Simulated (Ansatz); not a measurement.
Start from CaPdF4 (space group I4/mcm, No. 140; a cell from a computed database, its experimental status unchecked).

```
CaPdF4
1.0
   -2.76470     2.76470     5.26383
    2.76470    -2.76470     5.26383
    2.76470     2.76470    -5.26383
Ca Pd F
2 2 8
Direct
  0.75000   0.75000   0.00000
  0.25000   0.25000   0.00000
  0.00000   0.50000   0.50000
  0.50000   0.00000   0.50000
  0.95940   0.45940   0.14681
  0.04060   0.54060   0.85319
  0.45940   0.31259   0.50000
  0.54060   0.68741   0.50000
  0.31259   0.81259   0.85319
  0.68741   0.18741   0.14681
  0.81259   0.95940   0.50000
  0.18741   0.04060   0.50000
```

Cartesian axes are those of the cell as printed.

Level of theory: Ansatz (an electronic-structure program), r2SCAN, PAW, cutoff 500 eV, no SOC.

Before the change:

| Item | Value |
|---|---|
| Pressure | 0.0 kbar |

One thing is altered: compressive biaxial strain of 4.89 % in the plane normal to [001], as in epitaxy on a mismatched substrate; the out-of-plane cell vector and the atoms relax.

### Question
Predict the new out-of-plane strain.

### Answer
The out-of-plane strain comes out as +4.43 %.

### Question
What does the calculation give for the pressure after the change?

### Answer
The pressure (mean of the normal stresses, compression positive) goes from zero to 44.8 kbar.

### Question
What happens to the energy relative to the base?

### Answer
The energy increases by 26 meV/atom.

Stability against distortions was not tested.
